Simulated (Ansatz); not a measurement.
Results of r²SCAN in Ansatz (plane waves, PAW) for L1₂ (Cu3Au-type) Al3Sc.

Run with plane-wave cutoff 500 eV, 14×14×14 k mesh, Fermi–Dirac smearing 0.1 eV, scalar-relativistic PAW data made under PBE.

Computed at the level's own relaxed cell.

Task: Give the computed equilibrium volume per atom and lattice parameter a.

Result: 
* **equilibrium volume per atom**: 17.06 Å³/atom
* **lattice parameter a**: 4.087 Å

Measured, for comparison: equilibrium volume per atom 17.27 Å³/atom, lattice constant a 4.103 Å (room temperature, no zero-point or thermal correction; as tabulated in A Combined Experimental and First-Principles Based Assessment of …). Computed (rounded) less measured: equilibrium volume per atom -1.2 %, lattice constant a -0.4 %. A static lattice is as a rule a little smaller and stiffer than an uncorrected measurement, which narrows the difference in the equilibrium volume per atom, lattice constant a and would widen misses of the other sign.

Ansatz is a first-principles code.
